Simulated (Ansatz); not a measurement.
**Effect of isotropic strain +1.20 % on CsPbBr3**

Take CsPbBr3 in the cubic perovskite structure (space group Pm-3m, No. 221; a = 5.7702 Å) as the base.

One thing is altered: the cell is scaled by 1.0120 in all directions, atoms relaxed at fixed cell.

Level of theory: LDA (Ansatz, a program for electronic structure; PAW; 420 eV plane waves; no spin-orbit coupling). k-mesh 6×6×6 (Γ-centred); smearing 0.05 eV (Fermi–Dirac).

* **Volume per atom**: 39.82 Å³ (base 38.42 Å³)
* **Space group**: Pm-3m (No. 221) (base Pm-3m (No. 221))
* **Shortest interatomic distance**: 2.920 Å (base 2.885 Å)
* **Energy relative to the base (free energy F)**: +3.8 meV/atom
* **Pressure**: -0.84 GPa (base 0.00 GPa)
* **Band gap**: 1.32 eV (base 1.17 eV)
* **Gap character**: direct at R (base direct at R)
* **Mean gap deformation potential ΔEg/Δln V**: +4.4 eV
* **Width of the top valence band**: 2.12 eV (base 2.37 eV)
* **Electron mass (degenerate bands, along [100])**: 0.073, 0.70, 0.70 mₑ (at R) (base 0.066, 0.67, 0.67 mₑ (at R))
* **Hole mass**: 0.12 mₑ (at R) (base 0.11 mₑ (at R))
* **Valley order (the lowest conduction-band minima on the path, energy above the VBM, named in the base's zone)**: R along ⟨111⟩ 1.32 eV; Γ 2.61 eV (base R along ⟨111⟩ 1.17 eV; Γ 2.42 eV)

Final structure:

```
CsPbBr3
1.0
    5.83946     0.00000     0.00000
    0.00000     5.83946     0.00000
    0.00000     0.00000     5.83946
Cs Pb Br
1 1 3
Cartesian
  0.00000   0.00000   0.00000
  2.91973   2.91973   2.91973
  2.91973   0.00000   2.91973
  0.00000   2.91973   2.91973
  2.91973   2.91973   0.00000
```

Spin-orbit coupling, missing from the scalar runs, can matter with Pb. Effective masses come from finite differences of ±0.01 Å⁻¹. Stability against distortions was not tested. Many cubic perovskites are stable only at high temperature; tilts and polar distortions were not tested. This is not the structure that CsPbBr3 has at room temperature and ambient pressure.
